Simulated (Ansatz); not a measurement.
Worked calculations on one periodic cell of amorphous Si24O53Nb2: Si24O53Nb2, 79 atoms, volume 1254.5 Å³, made by a melt-quench on the CHGNet potential and relaxed with DFT. O atoms were pushed apart under 1.9 Å during the dynamics, to hinder bonds among them. It is a model cell: composition and starting density were chosen by hand, and all elements were melted together. Cycles of charging were run to anneal it. The numbers are results of PBE, scalar-relativistic without spin-orbit coupling (plane waves to 420 eV, PAW; Ansatz, a quantum-chemistry and plane-wave program), not measurements. Sampling: a 2×2×2 Γ-centred mesh; Fermi-Dirac width 0.02 eV; no spin polarisation. Its volume was relaxed, its shape was held as a cube, and it stands at a mean pressure of 0.0 GPa with stress components up to 1.1 GPa; the relaxation ran on the zone centre alone. Its density went from a set 2.40 to 2.26 g/cm³. The cell is small and was quenched far faster than a real film, so it is one sample of the glass.

Problem. Count formal charges (Si +4, O -2, Nb +5). What does the count lead one to expect at the Fermi level, and what does the calculation give?

Solution. 24 × (+4) + 53 × (-2) + 2 × (+5) = 0. The charges balance, so the anion-derived valence states can be full and a gap can open. On this mesh the highest filled and lowest empty level lie 3.36 eV apart; localised defect or tail levels set that (at the zone centre the more localised edge state sits most on one Nb atom with neighbours O 1.85 Å, O 1.90 Å, O 1.96 Å, O 1.98 Å, O 2.08 Å, O 2.28 Å), and the nearest spread-out levels lie 5.6 eV apart.

Four energies for an added electron at PBE on the zone centre alone (charged cells in a uniform background, spin-polarised): neutral at the neutral geometry -54517.410 eV; charged at the neutral geometry -54511.822 eV; charged and relaxed -54512.482 eV; neutral at the charged geometry -54516.527 eV.

Problem. Find the two relaxation energies and their sum, the reorganisation energy.

Solution. On charging: -54511.822 − (-54512.482) = 0.660 eV. On discharging: -54516.527 − (-54517.410) = 0.883 eV. The sum is 1.543 eV. The carrier's level spreads over 2 of the 79 atoms' worth, so it counts as localised, most on one Nb atom with neighbours O 1.85 Å, O 1.90 Å, O 1.96 Å, O 1.98 Å, O 2.08 Å, O 2.28 Å (neutral geometry). The values are uncorrected: the image energy of a point charge in this cell, 2.84 × 14.40 / (2 × 10.8) = 1.9 eV before screening, is screened by electrons alone at the fixed geometry and by ions too after relaxing, and the carrier can be spread before it relaxes, so each term can be off by up to that value times 1/ε∞, some tenths of an eV. PBE's self-interaction favours spread-out carriers, so a hybrid can localise more.

Four energies for a hole at PBE on the zone centre alone (charged cells in a uniform background, spin-polarised): neutral at the neutral geometry -54517.410 eV; charged at the neutral geometry -54518.426 eV; charged and relaxed -54518.991 eV; neutral at the charged geometry -54516.231 eV.

Problem. Find the two relaxation energies and their sum, the reorganisation energy.

Solution. On charging: -54518.426 − (-54518.991) = 0.565 eV. On discharging: -54516.231 − (-54517.410) = 1.179 eV. The sum is 1.744 eV. The carrier's level spreads over 2 of the 79 atoms' worth, so it counts as localised, most on one O atom with neighbours Nb 1.73 Å (neutral geometry). The values are uncorrected: the image energy of a point charge in this cell, 2.84 × 14.40 / (2 × 10.8) = 1.9 eV before screening, is screened by electrons alone at the fixed geometry and by ions too after relaxing, and the carrier can be spread before it relaxes, so each term can be off by up to that value times 1/ε∞, some tenths of an eV. PBE's self-interaction favours spread-out carriers, so a hybrid can localise more.
